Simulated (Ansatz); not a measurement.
The starting structures come from a database of crystals and need not be the phases stable at ambient conditions.

Tunnelling through a barrier is set by its complex band structure: the current falls as exp(−2κd) with the smallest κ.

Data:

```xyz
10
Lattice="6.5403 0.0215 -0.0114 -2.7851 6.6289 -0.0356 -3.2410 -1.2955 5.5396" Properties=species:S:1:pos:R:3 pbc="T T T"
Nb    -2.0042    -1.1238     4.8463
Nb     2.5185     6.4786     0.6462
S     -1.8633     5.4233     1.3105
S      2.3776    -0.0684     4.1820
S      0.6204     3.3392     5.1733
S     -0.1061     2.0157     0.3193
Br    -0.9401     0.8263     3.2148
Br     1.4543     4.5286     2.2778
Br    -2.5093     4.0003     4.5079
Br     3.0236     1.3546     0.9847
```

Space group of this cell: P-1. The cell was relaxed by PBE-D3(BJ); by r2SCAN its mean pressure is 1.2 GPa.

Transport runs along the normal of the first two printed cell vectors.

The gap is the functional's own. No spin-orbit coupling. Mid-gap values are interpolated on the energy grid.

Compute, with r2SCAN (Ansatz, an electronic-structure program), the band gap and the smallest decay constant κ at mid-gap.

Gap 1.64 eV on a 6×6×6 mesh; κ = 0.274 1/Å, at (0.000, 0.333) of the in-plane reciprocal vectors. At the zone centre, at the nearest computed energy, the slowest state has κ = 0.30 1/Å.
